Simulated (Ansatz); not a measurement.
Given:

```
CaF2
1.0
    0.00000     2.74110     2.74110
    2.74110     0.00000     2.74110
    2.74110     2.74110     0.00000
Ca F
1 2
Direct
  0.00000   0.00000   0.00000
  0.25000   0.25000   0.25000
  0.75000   0.75000   0.75000
```

No spin polarisation.

All numbers come from Ansatz (a program for electronic structure), r2SCAN, PAW, cutoff 500 eV, no spin-orbit coupling. Settings: 11×11×11 k-points, 0.05 eV Fermi–Dirac smearing.

Question: Estimate the band gap.

Answer: 7.89 eV.

Question: Estimate the smallest direct gap.

Answer: 8.15 eV.

Load acts through the strain it causes; cell and atoms are relaxed under it. No phonon test of stability was made. The cell was made from CaF₂ in the fluorite structure (space group Fm-3m, No. 225) by this change: pressure −2 GPa.
